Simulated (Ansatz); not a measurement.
AlRu: response to strain

Start from AlRu in the CsCl type structure (space group Pm-3m, No. 221; relaxed with 0.1 eV smearing).

```yaml
crystal:
  lattice:
    - [2.97703, 0.00000, 0.00000]
    - [0.00000, 2.97703, 0.00000]
    - [0.00000, 0.00000, 2.97703]
  atoms:
    - { symbol: Al, position: [0.50000, 0.50000, 0.50000] }
    - { symbol: Ru, position: [0.00000, 0.00000, 0.00000] }
```

Cartesian axes are those of the cell as printed.

Strains are applied to the cell and any free atomic positions relax; under biaxial strain the out-of-plane vector relaxes too.

All numbers come from Ansatz (an electronic-structure program), PBEsol, PAW, cutoff 420 eV, no SOC.

Notes on the quantities. energy relative to the base: free energy F.

```json
[
 {"change": "base", "energy relative to the base": "0 meV/atom", "volume per atom": "13.19 Å³"},
 {"change": "biaxial strain −2.50 %, plane normal [111], relaxed out of plane", "energy relative to the base": "+24 meV/atom", "volume per atom": "12.77 Å³"},
 {"change": "biaxial strain −2.08 %, plane normal [111], relaxed out of plane", "energy relative to the base": "+17 meV/atom", "volume per atom": "12.84 Å³"},
 {"change": "biaxial strain −1.25 %, plane normal [111], relaxed out of plane", "energy relative to the base": "+5.9 meV/atom", "volume per atom": "12.97 Å³"},
 {"change": "biaxial strain −0.83 %, plane normal [111], relaxed out of plane", "energy relative to the base": "+2.6 meV/atom", "volume per atom": "13.05 Å³"},
 {"change": "biaxial strain −0.42 %, plane normal [111], relaxed out of plane", "energy relative to the base": "+0.7 meV/atom", "volume per atom": "13.12 Å³"},
 {"change": "biaxial strain +0.42 %, plane normal [111], relaxed out of plane", "energy relative to the base": "+0.6 meV/atom", "volume per atom": "13.27 Å³"},
 {"change": "biaxial strain +1.25 %, plane normal [111], relaxed out of plane", "energy relative to the base": "+5.6 meV/atom", "volume per atom": "13.42 Å³"},
 {"change": "biaxial strain +1.67 %, plane normal [111], relaxed out of plane", "energy relative to the base": "+9.9 meV/atom", "volume per atom": "13.50 Å³"},
 {"change": "biaxial strain +2.50 %, plane normal [111], relaxed out of plane", "energy relative to the base": "+22 meV/atom", "volume per atom": "13.67 Å³"}
]
```

Stability against distortions was not tested. All final runs are without spin polarisation.
